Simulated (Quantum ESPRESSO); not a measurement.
**Variants of one calculation on Ni6Se5 (Cmc2_1, 22 atoms in the cell)**

```yaml
crystal:
  lattice:
    - [1.74547, -6.00334, 0.00000]
    - [1.74547, 6.00334, 0.00000]
    - [0.00000, 0.00000, 16.99781]
  atoms:
    - { symbol: Ni, position: [0.65945, 0.34055, 0.25087] }
    - { symbol: Ni, position: [0.34055, 0.65945, 0.75087] }
    - { symbol: Ni, position: [0.46652, 0.53348, 0.17729] }
    - { symbol: Ni, position: [0.53348, 0.46652, 0.67729] }
    - { symbol: Ni, position: [0.53079, 0.46921, 0.82209] }
    - { symbol: Ni, position: [0.46921, 0.53079, 0.32209] }
    - { symbol: Ni, position: [0.18668, 0.81332, 0.03552] }
    - { symbol: Ni, position: [0.81332, 0.18668, 0.53552] }
    - { symbol: Ni, position: [0.80404, 0.19596, 0.96804] }
    - { symbol: Ni, position: [0.19596, 0.80404, 0.46804] }
    - { symbol: Ni, position: [0.00075, 0.99925, 0.47411] }
    - { symbol: Ni, position: [0.99925, 0.00075, 0.97411] }
    - { symbol: Se, position: [0.88838, 0.11162, 0.84659] }
    - { symbol: Se, position: [0.11162, 0.88838, 0.34659] }
    - { symbol: Se, position: [0.10662, 0.89338, 0.15624] }
    - { symbol: Se, position: [0.89338, 0.10662, 0.65624] }
    - { symbol: Se, position: [0.38066, 0.61934, 0.04820] }
    - { symbol: Se, position: [0.61934, 0.38066, 0.54820] }
    - { symbol: Se, position: [0.62083, 0.37917, 0.94568] }
    - { symbol: Se, position: [0.37917, 0.62083, 0.44568] }
    - { symbol: Se, position: [0.86196, 0.13804, 0.24837] }
    - { symbol: Se, position: [0.13804, 0.86196, 0.74837] }
```

Base run A: Quantum ESPRESSO with PBEsol, PSlibrary PAW (PBE) pseudopotentials, self-consistent single point.

Its settings: ecutwfc = 50 Ry; ecutrho = 300 Ry; occupations = smearing; smearing = gaussian; degauss = 0.0036749 Ry; input_dft = pbesol; potentials = {Ni: Ni.pbe-n-kjpaw_psl.1.0.0.UPF, Se: Se.pbe-n-kjpaw_psl.1.0.0.UPF}; K_POINTS = automatic 5 5 1 0 0 0; conv_thr = 1e-10 Ry; mixing_beta = 0.3.

The starting cell comes from a database of computed structures (which also holds hypothetical and non-ambient phases and stackings), without a prior relaxation at this level. Spin polarisation is off, so a magnetic state, if there is one, cannot be reached. In the base run, with a pressure of about -5 GPa the cell is away from its equilibrium volume at this level. Without a gap this mesh is coarse (it stands for a supercell whose shortest vector is 17 Å).

ΔF is the free energy per atom less that of run A. A dash stands where there is no value to compare (another energy zero or no entropy term, no result, no spin, no clean gap, or a mesh too coarse for one). Total energies depend on the potentials, the functional and any Hubbard or dispersion term, so they are compared only between runs that share all of them.

```tsv
run	change	ΔF (meV/atom)	pressure (GPa)	largest force (eV/Å)	k-points
A	base	0.00	-5.25	0.292	9
B	ecutwfc: 50 Ry → 25 Ry; ecutrho: 300 Ry → 150 Ry	556.1	-42.60	0.296	9
C	K_POINTS: automatic 5 5 1 0 0 0 → automatic 2 2 1 0 0 0	27.4	-5.89	0.591	3
D	vdw_corr: default → grimme-d3; dftd3_version: default → 3; dftd3_threebody: default → false [PBEsol-D3(0)]	–	-8.02	0.244	9
E	degauss: 0.0036749 Ry → 0.02205 Ry; K_POINTS: automatic 5 5 1 0 0 0 → automatic 3 3 1 0 0 0	-17.9	-4.94	0.171	4
F	conv_thr: 1e-10 Ry → 1e-11 Ry	0.00	-5.25	0.292	9
G	mixing_beta: 0.3 → 0.9	0.00	-5.25	0.292	9
```

Run E against A: The free energy drops by 17.9 meV/atom, the pressure goes from -5.25 to -4.94 GPa and the largest force goes from 0.292 to 0.171 eV/Å.

Run C against A: The free energy goes up by 27.4 meV/atom, the pressure goes from -5.25 to -5.89 GPa and the largest force goes from 0.292 to 0.591 eV/Å.
